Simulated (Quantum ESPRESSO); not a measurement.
The steps of a band-structure calculation for GaN (P6_3mc, 8 atoms in the cell) with Quantum ESPRESSO.

Computed with PBE, PseudoDojo standard norm-conserving (PBE) pseudopotentials (plane waves; Quantum ESPRESSO).

Step 1 (scf):

```fortran
&control
    calculation = 'scf'
    prefix = 'run'
    outdir = './out'
    pseudo_dir = './'
    tprnfor = .true.
    tstress = .true.
/
&system
    ibrav = 4
    A = 3.2290417680
    C = 10.5710550000
    nat = 8
    ntyp = 2
    ecutwfc = 85
    occupations = 'smearing'
    smearing = 'fermi-dirac'
    degauss = 0.0073499
/
&electrons
    conv_thr = 1.0d-9
/
ATOMIC_SPECIES
Ga    69.7230  Ga.upf
N     14.0070  N.upf
ATOMIC_POSITIONS angstrom
Ga    0.0000000000    0.0000000000    0.0000000000
Ga    0.0000000000    0.0000000000    5.2855275000
Ga    1.6145208840    0.9321440670    7.9301940399
Ga    0.0000000000    1.8642881340    2.6446665399
N     0.0000000000    0.0000000000    8.5853880288
N     0.0000000000    0.0000000000    3.2998605288
N     1.6145208840    0.9321440670    5.9545695710
N     0.0000000000    1.8642881340    0.6690420710
K_POINTS automatic
3 3 1  0 0 0
```

Step 2 (bands):

```fortran
&control
    calculation = 'bands'
    prefix = 'run'
    outdir = './out'
    pseudo_dir = './'
    verbosity = 'high'
/
&system
    ibrav = 4
    A = 3.2290417680
    C = 10.5710550000
    nat = 8
    ntyp = 2
    ecutwfc = 85
    occupations = 'smearing'
    smearing = 'fermi-dirac'
    degauss = 0.0073499
    nbnd = 46
/
&electrons
    conv_thr = 1.0d-9
    startingwfc = 'random'
    diago_thr_init = 1.0d-6
/
ATOMIC_SPECIES
Ga    69.7230  Ga.upf
N     14.0070  N.upf
ATOMIC_POSITIONS angstrom
Ga    0.0000000000    0.0000000000    0.0000000000
Ga    0.0000000000    0.0000000000    5.2855275000
Ga    1.6145208840    0.9321440670    7.9301940399
Ga    0.0000000000    1.8642881340    2.6446665399
N     0.0000000000    0.0000000000    8.5853880288
N     0.0000000000    0.0000000000    3.2998605288
N     1.6145208840    0.9321440670    5.9545695710
N     0.0000000000    1.8642881340    0.6690420710
K_POINTS crystal_b
12
  0.00000000   0.00000000   0.00000000  11  ! G
  0.50000000   0.00000000   0.00000000   6  ! M
  0.33333333   0.33333333   0.00000000  13  ! K
  0.00000000   0.00000000   0.00000000   3  ! G
  0.00000000   0.00000000   0.50000000  11  ! A
  0.50000000   0.00000000   0.50000000   6  ! L
  0.33333333   0.33333333   0.50000000  13  ! H
  0.00000000   0.00000000   0.50000000   1  ! A
  0.50000000   0.00000000   0.50000000   3  ! L
  0.50000000   0.00000000   0.00000000   1  ! M
  0.33333333   0.33333333   0.00000000   3  ! K
  0.33333333   0.33333333   0.50000000   1  ! H
```

Step 3 (bands.x):

```fortran
&bands
    prefix = 'run'
    outdir = './out'
    filband = 'bands.dat'
    lsym = .false.
/
```

Output of bands (abridged):

```
     Atomic positions and unit cell read from directory:
     ./out/run.save/
     G-vector sticks info
     --------------------
     sticks:   dense  smooth     PW     G-vecs:    dense   smooth      PW
     Sum         859     859    253                68175    68175   10647

     bravais-lattice index     =            4
     lattice parameter (alat)  =       6.1020  a.u.
     unit-cell volume          =     644.1587 (a.u.)^3
   [... lines left out ...]
     number of k points=    72  Fermi-Dirac smearing, width (Ry)=  0.0073
   [... lines left out ...]

     The potential is recalculated from file :
     ./out/run.save/charge-density

     Band Structure Calculation
     Davidson diagonalization with overlap

     ethr =  1.00E-06,  avg # of iterations = 37.0

     End of band structure calculation

          k = 0.0000 0.0000 0.0000 (  8489 PWs)   bands (ev):

    -5.5711  -5.1339  -5.0915  -4.8768  -3.5967  -3.5873  -3.5873  -3.5691
    -3.5691  -3.5338  -3.5338  -3.5262  -3.5262  -3.3505  -3.3505  -3.3442
    -3.3442  -3.3070  -3.3070  -3.2882  -3.2882  -3.2000  -3.1804  -1.9781
     3.2003   6.1979   6.2069   9.0941   9.0941   9.5122   9.5122   9.5783
     9.5783   9.9824  10.0438  10.0438  11.5530  13.7700  14.0744  14.2024
    18.1620  18.5965  18.7198  19.8448  19.8448  19.9315

          k = 0.0455 0.0262 0.0000 (  8491 PWs)   bands (ev):

    -5.5526  -5.1232  -5.0814  -4.8726  -3.5948  -3.5847  -3.5800  -3.5671
    -3.5659  -3.5322  -3.5306  -3.5249  -3.5225  -3.3561  -3.3526  -3.3472
    -3.3424  -3.3170  -3.3073  -3.2912  -3.2878  -3.1780  -3.1611  -1.9629
     3.2285   6.1948   6.2051   8.9357   9.0501   9.3868   9.4555   9.4811
     9.5469   9.7923   9.9646  10.0267  11.7922  13.8801  14.1814  14.3417
    18.1072  18.5126  18.6360  19.7256  19.8720  19.8867

   [... 70 blocks of this kind left out ...]
```

Output of bands.x (abridged):

```
     Reading xml data from directory:

     ./out/run.save/

     G-vector sticks info
     --------------------
     sticks:   dense  smooth     PW     G-vecs:    dense   smooth      PW
     Sum         859     859    253                68175    68175   10647

     Reading collected, re-writing distributed wavefunctions
     high-symmetry point:  0.0000 0.0000 0.0000   x coordinate   0.0000
     high-symmetry point:  0.5000 0.2887 0.0000   x coordinate   0.5774
     high-symmetry point:  0.3333 0.5774 0.0000   x coordinate   0.9107
     high-symmetry point:  0.0000 0.0000 0.0000   x coordinate   1.5774
     high-symmetry point:  0.0000 0.0000 0.1527   x coordinate   1.7301
     high-symmetry point:  0.5000 0.2887 0.1527   x coordinate   2.3074
     high-symmetry point:  0.3333 0.5774 0.1527   x coordinate   2.6408
     high-symmetry point:  0.0000 0.0000 0.1527   x coordinate   3.3074
     high-symmetry point:  0.5000 0.2887 0.1527   x coordinate   3.3074
     high-symmetry point:  0.5000 0.2887 0.0000   x coordinate   3.4602
     high-symmetry point:  0.3333 0.5774 0.0000   x coordinate   3.4602
     high-symmetry point:  0.3333 0.5774 0.1527   x coordinate   3.6129

     Plottable bands (eV) written to file bands.dat.gnu
     Bands written to file bands.dat

   JOB DONE.
```

The gap along the path is 1.51 eV.

The starting cell was generated: these elements placed on a structure prototype, without a prior relaxation; it need not be a known phase or ordering of this composition. Its lattice was rescaled by a random factor within 2.5 % of one.
